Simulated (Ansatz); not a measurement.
Take Tl in the hcp (Mg type) structure (space group P6_3/mmc, No. 194; a = 3.4587 Å, c = 5.5234 Å) as the base.

Computed with Ansatz (a first-principles code), PBEsol, PAW, cutoff 420 eV, no spin-orbit coupling, earlier PAW set.

Base values:

The lattice parameter a is 3.459 Å.

Perturbation: every Tl is replaced by Au; the structure is relaxed again.

Tabulated Pauling electronegativity and covalent radius: Tl 1.62, 1.45 Å; Au 2.54, 1.36 Å.

Problem. Predict the new lattice parameter a.

Solution. The lattice parameter a drops by 0.597 Å, from 3.459 Å to 2.862 Å.

Whether these cells are dynamically stable was not tested. This is not the structure that Au has at room temperature and ambient pressure.
